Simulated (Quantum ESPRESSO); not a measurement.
**Several settings converged on Mo2N (Imm2, 6 atoms in the cell)**

```
CELL_PARAMETERS angstrom
      2.13417     2.13417     3.98701
     -2.13417     2.13417     3.98701
     -2.13417    -2.13417     3.98701
ATOMIC_POSITIONS crystal
  Mo 0.49323 0.50000 0.99323
  Mo 0.23696 0.00000 0.23696
  Mo 0.76304 0.00000 0.76304
  Mo 0.01304 0.50000 0.51304
  N  0.75000 0.50000 0.25000
  N  0.50000 0.00000 0.50000
```

Base method: PBEsol, GBRV 1.5 ultrasoft (PBESOL) pseudopotentials (plane waves; Quantum ESPRESSO).

Base settings: ecutwfc = 40 Ry; ecutrho = 320 Ry; occupations = smearing; smearing = gauss; degauss = 0.0073499 Ry; potentials = {Mo: mo_pbesol_v1.uspp.F.UPF, N: n_pbesol_v1.2.uspp.F.UPF}; K_POINTS = automatic 4 4 4 0 0 0; conv_thr = 1e-11 Ry.

The count of work is k-points × plane waves × bands × iterations; it is no time. Core times come from one kind of shared machine, to one figure; runs under 30 s give none.

**The cutoff for other potential files**

Level: DFT, PBEsol, plane waves, SSSP 1.1.2 efficiency (PBE) pseudopotentials.

In this ladder: pseudopotentials = {Mo: Mo_ONCV_PBE-1.0.oncvpsp.upf, N: N.pbe-n-radius_5.UPF}; input_dft = pbesol. Moved along: ecutrho.

The mesh stays at the base's, so the ladder's end is converged at best in this setting alone.

Only quantities that move along the ladder and can be compared are tabulated.

| ecutwfc | free energy less the last step's (meV/atom) | pressure (GPa) | largest difference of a force vector from the last step's (eV/Å) | count of work / last | core time / last (rough) |
|---|---|---|---|---|---|
| 27 Ry | 221.93 | -24.26 | 0.089 | 0.096 | 0.08 |
| 42 Ry | 9.75 | -8.15 | 0.006 | 0.20 | 0.2 |
| 60 Ry | 3.29 | -8.34 | 0.001 | 0.34 | 0.3 |
| 72 Ry | 0.66 | -8.20 | 0.000 | 0.47 | 0.4 |
| 120 Ry | 0.00 | -8.15 | 0.000 | 1.0 | 1 |

Coarsest ecutwfc that holds the forces within 0.01 eV/Å of the last step, with all finer ones: 42 Ry, at 0.20 of the last step's count of work and about 0.2 of the last step's time; the step before is off by 0.089 eV/Å.

Coarsest ecutwfc that holds the pressure within 1 GPa of the last step, with all finer ones: 42 Ry, at 0.20 of the last step's count of work and about 0.2 of the last step's time; the step before is off by 16 GPa.

Coarsest ecutwfc that holds the free energy within 2 meV/atom of the last step, with all finer ones: 72 Ry, at about 0.4 of the last step's time; the step before is off by 3.3 meV/atom.

At the lowest cutoff the pressure lies 16.1 GPa under the last step's, the usual sign of Pulay stress in an incomplete plane-wave basis.

**The density cutoff**

The second cell is the first with its lattice scaled by 0.98.

The mesh stays at the base's, so the ladder's end is converged at best in this setting alone.

Only quantities that move along the ladder and can be compared are tabulated.

| ecutrho | free energy less the last step's (meV/atom) | energy of the compressed cell less the first (meV/atom) | pressure (GPa) | largest difference of a force vector from the last step's (eV/Å) | core time / last (rough) |
|---|---|---|---|---|---|
| 80 Ry | -19.19 | 3.69 | -6.61 | 0.016 | 0.4 |
| 160 Ry | -1.73 | 3.07 | -9.13 | 0.002 | 0.3 |
| 240 Ry | -0.44 | 3.04 | -9.16 | 0.001 | 0.4 |
| 320 Ry | 0.02 | 3.03 | -9.22 | 0.000 | 0.7 |
| 640 Ry | 0.00 | 3.02 | -9.22 | 0.000 | 1 |

Coarsest ecutrho that holds the pressure within 0.5 GPa of the last step, with all finer ones: 160 Ry, at about 0.3 of the last step's time; the step before is off by 2.6 GPa.

Coarsest ecutrho that holds the energy of the compressed cell less the first within 0.2 meV/atom of the last step, with all finer ones: 160 Ry, at about 0.3 of the last step's time; the step before is off by 0.66 meV/atom.

Coarsest ecutrho that holds the free energy within 0.5 meV/atom of the last step, with all finer ones: 240 Ry, at about 0.4 of the last step's time; the step before is off by 1.7 meV/atom.

The energy difference between the two cells stays within 1 meV/atom of the last step's from 80 Ry on, the total only from 240 Ry on: much of the error is common to both cells and cancels.

On the base run: the starting cell comes from a database of computed structures (which also holds hypothetical and non-ambient phases and stackings), without a prior relaxation at this level. Its lattice was rescaled by up to half a per cent. One atom was moved a little off its site on purpose. Spin polarisation is off. In the base run, with a pressure of about -9 GPa the cell is away from its equilibrium volume at this level. Without a gap this mesh is coarse (it stands for a supercell whose shortest vector is 17 Å).
